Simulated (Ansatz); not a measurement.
**Au: pressure 9 GPa**

Take Au in the fcc (Cu type) structure (space group Fm-3m, No. 225; a = 4.083 Å) as the base.

Modification: cell and atoms relaxed at a pressure of 9 GPa.

The values are results of Ansatz (a quantum-chemistry and plane-wave program) PBEsol, no spin-orbit coupling, not measurements. Settings: 20×20×20 k-points, 0.05 eV Fermi–Dirac smearing.

The volume per atom falls by 0.756 Å³ to 16.27 Å³ and the density increases by 0.893 g/cm³ (19.21 g/cm³ → 20.11 g/cm³). The lattice parameter a decreases by 0.061 Å, from 4.083 Å to 4.022 Å and the shortest interatomic distance falls by 0.043 Å (2.887 Å → 2.844 Å). The enthalpy H = E + PV relative to the base's energy amounts to +0.93 eV/atom and the band gap remains zero.

Final structure:

```
CELL_PARAMETERS angstrom
      0.00000     2.01104     2.01104
      2.01104     0.00000     2.01104
      2.01104     2.01104     0.00000
ATOMIC_POSITIONS crystal
  Au 0.00000 0.00000 0.00000
```

Cost of the whole job for the changed cell (relaxation, final SCF and bands): about 15 core-seconds (a rough figure).

Load acts through the strain it causes; cell and atoms are relaxed under it. Stability against distortions was not tested. No other phases were tried under pressure.
